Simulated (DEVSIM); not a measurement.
Device: Al/SiO2/n-Ge capacitor, at 300 K.

```csv
layer (left to right),material,thickness (nm),Nd (cm⁻³)
1,SiO2,3.00,-
2,Ge,1100,3.2e17
```

Metal gate on the left, work function 4.1 eV. Fixed charge at the semiconductor interface 8.6e10 cm⁻² (in units of +e); no interface traps.

The device is made up for the run: typed textbook-type constants, with dimensions and the other settings drawn at random. Values at 300 K.

```tsv
parameter	SiO2	Ge
gap (eV)	9	0.664
affinity (eV)	0.9	4
permittivity	3.9	16
Nc (cm⁻³)	-	1.04e19
Nv (cm⁻³)	-	6e18
```

Model (solved in DEVSIM): 1D Poisson equation in equilibrium, Boltzmann statistics, complete ionisation; no quantum confinement or tunnelling. Metal contacts follow the ideal Schottky-Mott rule: no Fermi-level pinning, no interface dipoles.

The gate work function was swept, all else fixed.

```
gate work function (eV)  flat-band voltage (V)  threshold voltage (band bending 2φF) (V)
-----------------------  ---------------------  ----------------------------------------
3.8                                      -0.30                                     -1.03
3.95                                     -0.15                                     -0.88
4.1                                       0.00                                     -0.73
4.25                                      0.15                                     -0.58
4.4                                       0.30                                     -0.43
```

From the first row to the last the flat-band voltage goes from -0.30 to 0.30. From the first row to the last the threshold voltage (band bending 2φF) goes from -1.03 to -0.43.
